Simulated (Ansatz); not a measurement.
# VN in the rock salt structure (space group Fm-3m, No. 225)

```
CELL_PARAMETERS angstrom
      0.00000     2.05840     2.05840
      2.05840     0.00000     2.05840
      2.05840     2.05840     0.00000
ATOMIC_POSITIONS crystal
  N  0.00000 0.00000 0.00000
  V  0.50000 0.50000 0.50000
```

All numbers come from plane-wave PAW DFT at the PBE level (Ansatz, a quantum-chemistry and plane-wave program, 420 eV), no spin-orbit coupling. k-mesh 19×19×19 (Γ-centred); smearing 0.05 eV (Fermi–Dirac).

```yaml
volume_per_atom: 8.72 Å³
density: 6.18 g/cm³
band_gap: zero
total_energy: -1649.176 eV/atom (σ→0; compares only within this code and set-up)
```

No phonon test of stability was made. Seeded moments were not kept for the base. All final runs are without spin polarisation.
